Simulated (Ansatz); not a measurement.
**Nb, response to strain**

The reference is Nb in the bcc (W type) structure (space group Im-3m, No. 229; relaxed with 0.1 eV smearing).

```
CELL_PARAMETERS angstrom
     -1.63646     1.63646     1.63646
      1.63646    -1.63646     1.63646
      1.63646     1.63646    -1.63646
ATOMIC_POSITIONS crystal
  Nb 0.00000 0.00000 0.00000
```

Strains are applied to the cell and any free atomic positions relax.

Computed with plane-wave PAW DFT at the PBEsol level (Ansatz, an electronic-structure program, 420 eV), no SOC.

Notes on the quantities. energy relative to the base: free energy F.

```tsv
change	pressure	energy relative to the base	shortest interatomic distance
base	0.0 GPa	0 meV/atom	2.834 Å
isotropic strain −3.00 %	19.5 GPa	+87 meV/atom	2.749 Å
isotropic strain −2.00 %	12.2 GPa	+38 meV/atom	2.778 Å
isotropic strain −1.50 %	8.9 GPa	+21 meV/atom	2.792 Å
isotropic strain −1.00 %	5.8 GPa	+9.1 meV/atom	2.806 Å
isotropic strain −0.50 %	2.8 GPa	+2.3 meV/atom	2.820 Å
isotropic strain +0.50 %	…	…	2.849 Å
isotropic strain +1.50 %	-7.4 GPa	+19 meV/atom	2.877 Å
isotropic strain +2.00 %	-9.6 GPa	+34 meV/atom	2.891 Å
isotropic strain +2.50 %	-11.7 GPa	+52 meV/atom	2.905 Å
```

Problem. Fill in the withheld entries from the trend.

Solution. 
- isotropic strain +0.50 %, pressure: -2.6 GPa
- isotropic strain +0.50 %, energy relative to the base: +2.2 meV/atom

No phonon test of stability was made. All final runs are without spin polarisation.
